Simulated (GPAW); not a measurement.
# Worked example: self-consistent single point of BaNaPO₄ (P3m1, 14 atoms in the cell) in GPAW

Level of theory: LDA (Perdew-Wang 92), GPAW PAW datasets LDA (gpaw-data 1.0.1) (plane waves; GPAW).

Input as run:

```python
from ase import Atoms
from ase.units import GPa
from gpaw import GPAW

atoms = Atoms(['Na', 'Na', 'Ba', 'Ba', 'P', 'P', 'O', 'O', 'O', 'O', 'O', 'O', 'O', 'O'],
              cell=[[5.704147, 0.000000, 0.000000],
                    [-2.852073, 4.939936, 0.000000],
                    [0.000000, 0.000000, 7.322096]],
              scaled_positions=[[0.000000, 0.000000, 0.992950],
                                [0.333333, 0.666667, 0.810630],
                                [0.000000, 0.000000, 0.512500],
                                [0.666667, 0.333333, 0.152960],
                                [0.333333, 0.666667, 0.285160],
                                [0.666667, 0.333333, 0.720590],
                                [0.184980, 0.815020, 0.207580],
                                [0.184980, 0.369960, 0.207580],
                                [0.630040, 0.815020, 0.207580],
                                [0.814080, 0.185920, 0.799150],
                                [0.814080, 0.628160, 0.799150],
                                [0.371840, 0.185920, 0.799150],
                                [0.333333, 0.666667, 0.495270],
                                [0.666667, 0.333333, 0.509700]],
              pbc=True)

calc = GPAW(mode={'name': 'pw', 'ecut': 900},
            xc='LDA',
            kpts={'size': (6, 6, 4), 'gamma': True},
            occupations={'name': 'fermi-dirac', 'width': 0.0},
            nbands=-6,
            convergence={'bands': -4},
            symmetry={'symmorphic': False, 'tolerance': 0.0005},
            maxiter=150)

atoms.calc = calc

energy = atoms.get_potential_energy()
print('Energy (eV):', round(energy, 6))
forces = atoms.get_forces()
print('Forces (eV/Ang):')
print(forces.round(5))
stress = atoms.get_stress()
print('Stress (GPa, Voigt):', (stress / GPa).round(4))
```

Log, with long lists cut:

```
Input parameters:
  convergence: {bands: -4}
  kpts: {gamma: True,
         size: (6, 6, 4)}
  maxiter: 150
  mode: {ecut: 900,
         name: pw}
  nbands: -6
  occupations: {name: fermi-dirac,
                width: 0.0}
  symmetry: {symmorphic: False,
             tolerance: 0.0005}

species:
  Na:
    name: Sodium
    Z: 11.0
    valence: 7
    core: 4
    charge: 0.0
    file: Na.LDA.gz

    # Using partial waves for Na as LCAO basis

  Ba:
    name: Barium
    Z: 56.0
    valence: 10
    core: 46
    charge: 0.0
    file: Ba.LDA.gz

    # Using partial waves for Ba as LCAO basis

  P:
    name: Phosphorus
    Z: 15.0
    valence: 5
    core: 10
    charge: 0.0
    file: P.LDA.gz

    # Using partial waves for P as LCAO basis

  O:
    name: Oxygen
    Z: 8.0
    valence: 6
    core: 2
    charge: 0.0
    file: O.LDA.gz

    # Using partial waves for O as LCAO basis

Reference energy: -485781.440355  # eV

Spin-paired calculation

Convergence criteria:
 Maximum [total energy] change in last 3 cyles: 0.0005 eV / valence electron
 Maximum integral of absolute [dens]ity change: 0.0001 electrons / valence electron
 Maximum integral of absolute [eigenst]ate change: 4e-08 eV^2 / valence electron
 Maximum number of scf [iter]ations: 150

Symmetries present (total): 6
Symmetries with fractional translations: 0
144 k-points: 6 x 6 x 4 Monkhorst-Pack grid + [1/12,1/12,1/8]
24 k-points in the irreducible part of the Brillouin zone
       k-points in crystal coordinates                weights
   0:     0.00000000    0.00000000    0.00000000          1/144
   1:     0.00000000    0.00000000    0.25000000          2/144
   2:     0.00000000    0.00000000    0.50000000          1/144
   3:     0.16666667    0.00000000   -0.25000000          6/144
   4:     0.16666667    0.00000000    0.00000000          6/144
   5:     0.16666667    0.00000000    0.25000000          6/144
   6:     0.16666667    0.00000000    0.50000000          6/144
   7:     0.33333333   -0.16666667    0.00000000          6/144
   8:     0.33333333   -0.16666667    0.25000000         12/144
   9:     0.33333333   -0.16666667    0.50000000          6/144
          ...
  23:     0.50000000    0.50000000    0.50000000          3/144

Wave functions: Plane wave expansion
  Cutoff energy: 900.000 eV
  Number of coefficients (min, max): 12575, 12681
  Pulay-stress correction: 0.000000 eV/Ang^3 (de/decut=0.000000)

Occupation numbers: # Zero width

Eigensolver

Densities:
  Coarse grid: 40*40*54 grid
  Fine grid: 80*80*108 grid
  Total Charge: 0.000000

Density mixing:
  Method: separate
  Backend: pulay
  Linear mixing parameter: 0.05
  old densities: 5
  Damping of long wavelength oscillations: 50

Hamiltonian:
  XC and Coulomb potentials evaluated on a 80*80*108 grid
  External potential:
    NoExternalPotential

Number of atoms: 14
Number of atomic orbitals: 64
Number of bands in calculation: 52
Number of valence electrons: 92
Bands to converge: 48

Density initialized from atomic densities
  52 bands from LCAO basis set

Atomic positions and initial magnetic moments

Positions:
   0 Na     0.000000    0.000000    7.270475    ( 0.0000,  0.0000,  0.0000)
   1 Na    -0.000003    3.293292    5.935511    ( 0.0000,  0.0000,  0.0000)
   2 Ba     0.000000    0.000000    3.752574    ( 0.0000,  0.0000,  0.0000)
   3 Ba     2.852077    1.646644    1.119988    ( 0.0000,  0.0000,  0.0000)
   4 P     -0.000003    3.293292    2.087969    ( 0.0000,  0.0000,  0.0000)
   5 P      2.852077    1.646644    5.276229    ( 0.0000,  0.0000,  0.0000)
   6 O     -1.269343    4.026147    1.519921    ( 0.0000,  0.0000,  0.0000)
   7 O      0.000000    1.827579    1.519921    ( 0.0000,  0.0000,  0.0000)
   8 O      1.269344    4.026147    1.519921    ( 0.0000,  0.0000,  0.0000)
   9 O      4.113375    0.918433    5.851453    ( 0.0000,  0.0000,  0.0000)
  10 O      2.852074    3.103070    5.851453    ( 0.0000,  0.0000,  0.0000)
  11 O      1.590773    0.918433    5.851453    ( 0.0000,  0.0000,  0.0000)
  12 O     -0.000003    3.293292    3.626414    ( 0.0000,  0.0000,  0.0000)
  13 O      2.852077    1.646644    3.732072    ( 0.0000,  0.0000,  0.0000)

Unit cell:
           periodic     x           y           z      points  spacing
  1. axis:    yes    5.704147    0.000000    0.000000    40     0.1235
  2. axis:    yes   -2.852073    4.939936    0.000000    40     0.1235
  3. axis:    yes    0.000000    0.000000    7.322096    54     0.1356

  Lengths:   5.704147   5.704147   7.322096
  Angles:   90.000000  90.000000 119.999997

Effective grid spacing dv^(1/3) = 0.1337

     iter     time        total  log10-change:
                         energy   eigst   dens
iter:   1 --:--:--  -112.857002   +0.39
iter:   2 --:--:--  -110.588564   -0.59  -0.91
iter:   3 --:--:--  -104.533486   -0.36  -0.97
iter:   4 --:--:--  -104.316716   -0.78  -1.27
iter:   5 --:--:--  -104.448034   -1.08  -1.39
iter:   6 --:--:--  -104.229636   -1.36  -1.73
iter:   7 --:--:--  -104.284462   -1.74  -2.18
iter:   8 --:--:--  -104.186468   -1.87  -1.98
iter:   9 --:--:--  -104.207732   -2.15  -2.80
iter:  10 --:--:--  -104.196287c  -2.35  -2.30
iter:  11 --:--:--  -104.186089c  -2.55  -2.43
iter:  12 --:--:--  -104.186199c  -2.87  -3.12
iter:  13 --:--:--  -104.186307c  -2.72  -3.20
iter:  14 --:--:--  -104.186041c  -2.87  -3.25
iter:  15 --:--:--  -104.186115c  -3.19  -3.71
iter:  16 --:--:--  -104.186088c  -3.18  -3.52
iter:  17 --:--:--  -104.186041c  -3.32  -3.59
iter:  18 --:--:--  -104.186036c  -3.60  -3.91
iter:  19 --:--:--  -104.186026c  -3.70  -3.96
iter:  20 --:--:--  -104.186024c  -3.71  -4.13c
iter:  21 --:--:--  -104.186028c  -3.97  -4.19c
iter:  22 --:--:--  -104.186023c  -4.20  -4.13c
iter:  23 --:--:--  -104.186023c  -4.40  -4.56c
iter:  24 --:--:--  -104.186023c  -4.60  -4.68c
iter:  25 --:--:--  -104.186023c  -4.69  -4.58c
   [... 6 lines left out ...]
iter:  32 --:--:--  -104.186023c  -5.78  -5.67c
iter:  33 --:--:--  -104.186023c  -6.21  -5.89c
iter:  34 --:--:--  -104.186023c  -6.62  -6.01c
iter:  35 --:--:--  -104.186023c  -6.88  -5.79c
iter:  36 --:--:--  -104.186023c  -7.26  -6.46c
iter:  37 --:--:--  -104.186023c  -7.47c -6.51c

Converged after 37 iterations.

Dipole moment: (1.265845, -0.730836, -3.061162) |e|*Ang

Energy contributions relative to reference atoms: (reference = -485781.440355)

Kinetic:        +82.226688
Potential:      -77.754594
External:        +0.000000
XC:            -110.015201
Entropy (-ST):   +0.000000
Local:           +1.357085
SIC:             +0.000000
--------------------------
Free energy:   -104.186023
Extrapolated:  -104.186023

Showing only first 2 kpts
 Kpt  Band  Eigenvalues  Occupancy
  0    44      3.25621    2.00000
  0    45      3.55263    2.00000
  0    46      7.90567    0.00000
  0    47      9.38421    0.00000

  1    44      3.28408    2.00000
  1    45      3.55171    2.00000
  1    46      8.24913    0.00000
  1    47      9.46864    0.00000

Fermi level: 5.72915

Gap: 4.353 eV
Transition (v -> c):
  (s=0, k=0, n=45, [0.00, 0.00, 0.00]) -> (s=0, k=0, n=46, [0.00, 0.00, 0.00])
No difference between direct/indirect transitions
Energy (eV): -104.186023

Forces in eV/Ang:
  0 Na    0.00000    0.00000    0.00881
  1 Na    0.00000   -0.00000   -0.24298
  2 Ba    0.00000    0.00000    0.01156
  3 Ba    0.00000    0.00000    0.10983
  4 P     0.00000    0.00000   -0.09079
  5 P     0.00000   -0.00000    0.08994
  6 O     0.08120   -0.04688    0.17709
  7 O     0.00000    0.09376    0.17709
  8 O    -0.08120   -0.04688    0.17709
  9 O    -0.09966    0.05754   -0.09817
 10 O    -0.00000   -0.11507   -0.09817
 11 O     0.09966    0.05754   -0.09817
 12 O    -0.00000    0.00000   -0.15696
 13 O    -0.00000   -0.00000    0.03380

Stress tensor:
     0.037504    -0.000000     0.000000
    -0.000000     0.037504     0.000000
     0.000000     0.000000     0.037522
Stress (GPa, Voigt): [ 6.0088  6.0088  6.0117  0.      0.     -0.    ]
```

The run converged in 37 iterations. GPAW prints stress with tension positive.

At such cutoffs GPAW's stress carries a finite-basis (Pulay) error, which enters relaxed cells too; its log prints stress with tension positive.

The starting cell comes from a database of computed structures (which also holds hypothetical and non-ambient phases and stackings), without a prior relaxation at this level. Its lattice was rescaled by a random factor within 2.5 % of one.

Cost on one core of a shared machine: roughly 10 min.
